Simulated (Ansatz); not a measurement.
Bulk modulus of GaSb (I-4m2, No. 119, 2 atoms in the cell; start mp-1224785; a measured phase of this formula has another space group) at several levels of theory

No measured value is used here.

### Question
Put these levels in order of the bulk modulus that they give for GaSb (I-4m2, No. 119, 2 atoms in the cell; start mp-1224785; a measured phase of this formula has another space group), smallest first: LDA (Ansatz, a first-principles code), PBEsol (Ansatz), r²SCAN (Ansatz).

### Answer
r²SCAN (57.6 GPa), PBEsol (61.2 GPa), LDA (65.0 GPa)

Unless a cell is named, each level is at its own relaxed cell (LDA 22.26, PBEsol 22.85, r²SCAN 23.47 Å³/atom).

r²SCAN, LDA, PBEsol: the bulk modulus is −V dP/dV from two relaxed cells at ±2 % in volume. r²SCAN, LDA, PBEsol: the relaxation could not lower the start's symmetry, so the cell can be a saddle point above a distorted one. Each level is taken at its own relaxed cell. Cutoffs differ between the levels. Ansatz's density-functional and Hartree–Fock values are scalar-relativistic unless marked +SOC, with PAW data made under PBE.

A start named mp-… is a Materials Project structure, which need not be a measured phase.
